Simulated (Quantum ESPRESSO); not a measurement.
**Effort and miss along a sweep of K_POINTS: CsK₃ (Pm-3m, 4 atoms in the cell)**

```yaml
crystal:
  lattice:
    - [7.03429, 0.00000, 0.00000]
    - [0.00000, 7.03429, 0.00000]
    - [0.00000, 0.00000, 7.03429]
  atoms:
    - { symbol: K, position: [0.00000, 0.50000, 0.50000] }
    - { symbol: K, position: [0.50000, 0.00000, 0.50000] }
    - { symbol: K, position: [0.50000, 0.50000, 0.00000] }
    - { symbol: Cs, position: [0.00000, 0.00000, 0.00000] }
```

Method of the run: PBEsol, GBRV 1.5 ultrasoft (PBESOL) pseudopotentials (plane waves; Quantum ESPRESSO).

Base settings: ecutwfc = 40 Ry; ecutrho = 200 Ry; occupations = smearing; smearing = fermi-dirac; degauss = 0.0073499 Ry; potentials = {K: k_pbesol_v1.4.uspp.F.UPF, Cs: cs_pbesol_v1.uspp.F.UPF}; K_POINTS = automatic 5 5 5 0 0 0; conv_thr = 1e-09 Ry.

Misses are taken against the tightest run, automatic 12 12 12 0 0 0, which need not be fully converged itself. The energy is the free energy per atom.

The count of work is k-points × plane waves × bands × iterations; it is no time, and leaves out set-up, grids and terms that scale otherwise. Core times come from one kind of shared machine and are given to one figure; runs under 30 s give none.

The starting cell comes from a database of computed structures (which also holds hypothetical and non-ambient phases and stackings), without a prior relaxation at this level.

| K_POINTS | energy less reference (meV/atom) | pressure less reference (GPa) | count of work / reference | core time / reference (rough) |
|---|---|---|---|---|
| automatic 1 1 1 0 0 0 | -17.34 | -0.81 | 0.019 | 0.2 |
| automatic 2 2 2 0 0 0 | 4.89 | 0.05 | 0.039 | 0.1 |
| automatic 3 3 3 0 0 0 | 20.17 | 0.03 | 0.062 | 0.2 |
| automatic 4 4 4 0 0 0 | 4.89 | 0.00 | 0.15 | 0.2 |
| automatic 5 5 5 0 0 0 | -1.51 | 0.00 | 0.15 | 0.2 |
| automatic 8 8 8 0 0 0 | 0.12 | 0.00 | 0.57 | 0.7 |
| automatic 9 9 9 0 0 0 | -0.01 | 0.00 | 0.31 | 0.5 |
| automatic 12 12 12 0 0 0 | 0.00 | 0.00 | 1.0 | 1 |

Coarsest setting among those run that, with all tighter ones, holds the energy within 10 meV/atom of the reference: automatic 4 4 4 0 0 0, off by 4.9 meV/atom; it needs 0.15 of the reference's count of work and about 0.2 of the reference's time. The coarser automatic 2 2 2 0 0 0 also lies inside, but a setting between leaves the range again, so that is luck.

Coarsest setting among those run that, with all tighter ones, holds the energy within 2 meV/atom of the reference: automatic 5 5 5 0 0 0, off by 1.5 meV/atom; it needs 0.15 of the reference's count of work and about 0.2 of the reference's time.

Smallest miss in the energy for at most 0.05 times the reference's count of work: automatic 2 2 2 0 0 0, with a miss of 4.9 meV/atom at a count of 0.039.

The step from automatic 4 4 4 0 0 0 to automatic 8 8 8 0 0 0: it takes the miss in the energy from 4.9 to 0.12 meV/atom, for 3.9 times the count of work and roughly 3 times the time.
